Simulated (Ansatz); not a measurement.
Take Ta$_{2}$Se (space group P4/nmm, No. 129; a = 3.367 Å, c = 10.001 Å; layered, stacked along the Cartesian z axis) as the base.

Method: r2SCAN+rVV10, PAW, 500 eV (Ansatz, a program for electronic structure; spin-orbit coupling left out).

Base values:

The In-plane lattice parameter a comes out as 6.362 bohr.

Perturbation: a free-standing slab of 2 layers (12 atoms, 6 a layer) is cut normal to the stacking axis, with 15 Å of vacuum and the in-plane cell relaxed.

**Question.** Predict the new excess energy per area of both faces.

**Answer.** The excess energy per area of both faces (slab less bulk energy over the cell's area: twice a surface energy) is 0.5 J/m² (uncertain by up to 0.2 J/m²).

**Question.** How does this affect the in-plane lattice parameter a?

**Answer.** The in-plane lattice parameter a is nearly the same (6.362 bohr against 6.359 bohr).

The excess energy carries the mismatch between the slab's and the bulk's meshes. No phonon test of stability was made. The final runs are not spin-polarised.
